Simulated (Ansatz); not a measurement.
The parent structure is SiC in the wurtzite structure (space group P6_3mc, No. 186).

```
CELL_PARAMETERS angstrom
      3.07548     0.00000     0.00000
     -1.53774     2.66344     0.00000
      0.00000     0.00000     5.04859
ATOMIC_POSITIONS crystal
  Si 0.66667 0.33333 0.00050
  Si 0.33333 0.66667 0.50050
  C  0.66667 0.33333 0.62470
  C  0.33333 0.66667 0.12470
```

Cartesian axes are those of the cell as printed.

Level of theory: r2SCAN/PAW in Ansatz (a program for electronic structure), no spin-orbit coupling, earlier PAW set.

Modification: every lattice vector is shortened by 0.65 %, atoms relaxed at fixed cell.

**Question.** Predict the stress tensor and what it implies for the stiffness.

**Answer.** Stress of the strained cell less that of the base (GPa, compression positive):
```
   4.68    0.00    0.00
   0.00    4.68    0.00
   0.00    0.00    4.55
```

Then B = −ΔP/(ΔV/V₀) with ΔV/V₀ = -0.0194 gives secant stiffness values (nonlinear terms included at this strain): B (at held cell shape, above the free-shape value) ≈ 239 GPa.

Stability against distortions was not tested.
